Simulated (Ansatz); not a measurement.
The starting structures come from a database of crystals and need not be the phases stable at ambient conditions.

Inside the gap of an insulator the Bloch states are evanescent, with a wavenumber k + iκ along the transport direction.

Input:

```
CELL_PARAMETERS angstrom
      5.53211     0.00000     0.00000
      0.00000     8.89241     0.00000
      2.76606     0.00000     2.76606
ATOMIC_POSITIONS crystal
  Cu 0.00000 0.50000 0.00000
  Cu 0.50000 0.50000 0.00000
  Bi 0.00000 0.85711 0.50000
  Bi 0.50000 0.14289 0.50000
  Se 0.50000 0.67450 0.50000
  Se 0.00000 0.32550 0.50000
  O  0.50000 0.00000 0.00000
  O  0.00000 0.00000 0.00000
```

Space group of this cell: P4/nmm. The cell was relaxed by PBE-D3(BJ); by r2SCAN its mean pressure is 0.8 GPa.

Transport runs along the normal of the first two printed cell vectors, the (110) plane of the conventional cell.

The gap is the functional's own. No spin-orbit coupling. Mid-gap values are interpolated on the energy grid.

### Question
State the band gap and the smallest decay constant κ at mid-gap according to r2SCAN (Ansatz, a quantum-chemistry and plane-wave program).

### Answer
Gap 0.69 eV on a 12×4×12 mesh; κ = 0.111 1/Å, at (0.000, 0.500) of the in-plane reciprocal vectors. At the zone centre, at the nearest computed energy, the slowest state has κ = 0.11 1/Å.
